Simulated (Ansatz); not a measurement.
**What biaxial strain +1.60 %, plane normal [001], relaxed out of plane does to AlIr**

The parent structure is AlIr in the CsCl type structure (space group Pm-3m, No. 221; a = 2.990 Å; a cell from a computed database, its experimental status unchecked; relaxed with 0.1 eV smearing). Axes: x, y, z lie along the cube axes.

Modification: tensile biaxial strain of 1.60 % in the plane normal to [001], as in epitaxy on a mismatched substrate; the out-of-plane cell vector and the atoms relax.

Calculations: PBEsol, PAW, 420 eV (Ansatz, a quantum-chemistry and plane-wave program; scalar-relativistic without spin-orbit coupling). k-mesh 19×19×19 (Γ-centred); smearing 0.1 eV (Fermi–Dirac).

```csv
quantity,base,changed,shift
volume per atom,13.36 Å³,13.59 Å³,+0.23 Å³
space group,Pm-3m (No. 221),P4/mmm (No. 123),–
shortest interatomic distance,2.589 Å,2.605 Å,+0.0155 Å
energy relative to the base (free energy F),0 meV/atom,+7.5 meV/atom,+7.5 meV/atom
"pressure (mean of the normal stresses, compression positive)",0.0 GPa,-3.9 GPa,-3.9 GPa
band gap,zero,zero,–
out-of-plane strain,–,-1.44 %,–
ratio −ε⊥/ε∥,–,0.90,–
mean in-plane stress (compression positive),–,-5.8 GPa,–
```

Stability against distortions was not tested. All final runs are without spin polarisation.
